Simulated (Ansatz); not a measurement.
An Ansatz (a quantum-chemistry and plane-wave program) input (PBEsol (Ansatz; PAW; 420 eV plane waves; scalar-relativistic without spin-orbit coupling)):

Ansatz 0.2 input:
```yaml
crystal:
  lattice:
    - [0, 2.2200195215, 2.2200195215]
    - [2.2200195215, 0, 2.2200195215]
    - [2.2200195215, 2.2200195215, 0]
  atoms:
    - { symbol: C, position: [0, 0, 0] }
    - { symbol: Ta, position: [0.5, 0.5, 0.5] }
basis: { ecutwfc: 420, ecutrho_ratio: 4, xc_grid: 2, fft_grid_basis: typed }
kpoints: { mp_grid: { grid: [18, 18, 18] } }
hamiltonian:
  xc: pbesol
  dispersion: none
  pseudopotentials: { kind: paw }
scf: { occupations: { method: fermi_dirac, width: 0.05 }, convergence: { dr2_threshold: 0.0000000002 } }
output: { forces: true, stress: true }
```

### Question
Which symmetry and how many k-points will the program report, and about how many plane waves at Γ?

### Answer
Space group Fm-3m (ITA 225) with 48 operations, k-points 195 of 5832, and 411 plane waves at Γ.

No phonon test of stability was made. The final runs are not spin-polarised. An odd electron count without spin: TaC. The cell is TaC in the rock salt structure (space group Fm-3m, No. 225).
